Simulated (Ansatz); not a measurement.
Base system: BeSe in the zinc blende structure (space group F-43m, No. 216; a = 5.178 Å).

The values are results of PBE/PAW in Ansatz (a program for electronic structure), spin-orbit coupling left out, earlier PAW set, not measurements.

Before the change:

```
Property                       Result
---------  --------------------------
Density                    4.21 g/cm³
Hole mass  0.24, 0.48, 0.48 mₑ (at Γ)
```

Modification: a hydrostatic pressure of 30 GPa.

Task: Predict the new density.

Result: The density rises by 1.18 g/cm³ (4.21 g/cm³ → 5.39 g/cm³).

Task: What happens to the hole mass?

Result: The hole mass (degenerate bands, along [100]) becomes 0.27, 0.35, 0.35 mₑ (at Γ) (base: 0.24, 0.48, 0.48 mₑ (at Γ)).

The levels and masses belong to the bands next to the band gap. Load acts through the strain it causes; cell and atoms are relaxed under it. Effective masses come from finite differences of ±0.01 Å⁻¹. Stability against distortions was not tested. No other phases were tried under pressure.
